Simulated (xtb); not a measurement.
xtb 6.7.1, GFN1-xTB: Zn(Br)(amdMe) (CC1[N](C)[Zn]([Br])<-[N]=1C), 17 atoms. The geometry is a generated start, not checked to be a minimum at this level.

- run flags: --grad
- method: GFN1-xTB
- --acc: 1 (default)
- --etemp (K): 300 (default)
- basis functions: 56
- valence electrons: 44

```xyz
17

Zn     1.6750    -0.8601     1.2838
Br     2.6226    -1.9899     3.0102
C     -1.1813     0.5689    -0.8485
C     -0.0257     0.0390    -0.0594
N      0.5439     0.7126     0.9198
C      0.1279     2.0439     1.2846
N      0.5185    -1.1384    -0.2915
C      0.0834    -1.9942    -1.3681
H     -1.8043    -0.2469    -1.2028
H     -0.8078     1.1218    -1.7100
H     -1.7827     1.2389    -0.2407
H      0.8554     2.4483     1.9840
H      0.0840     2.7022     0.4123
H     -0.8509     2.0392     1.7765
H      0.7988    -2.8078    -1.4663
H     -0.9022    -2.4270    -1.1663
H      0.0454    -1.4507    -2.3175
```

Charge 0 and multiplicity 1 are set for this test and not shown to be the ground state.

One run each on 1 thread. Values of broydamp tried: 0.02, 0.05, 0.1, 0.2, 0.4 (default), 0.6, 0.8, 1.

Question: Which value of broydamp needs the fewest SCC iterations, and what happens away from it?

Answer: Fewest SCC iterations, within one of each other: 0.2 with 13, 0.4 (default) with 12, 0.6 with 13. The count rises to 24 at 0.02. All converge to one solution.

```
broydamp       SCC iterations            end
-------------  --------------  -------------
0.02                       24  same solution
0.05                       21  same solution
0.1                        17  same solution
0.2                        13  same solution
0.4 (default)              12  same solution
0.6                        13  same solution
0.8                        19  same solution
1                          22  same solution
```
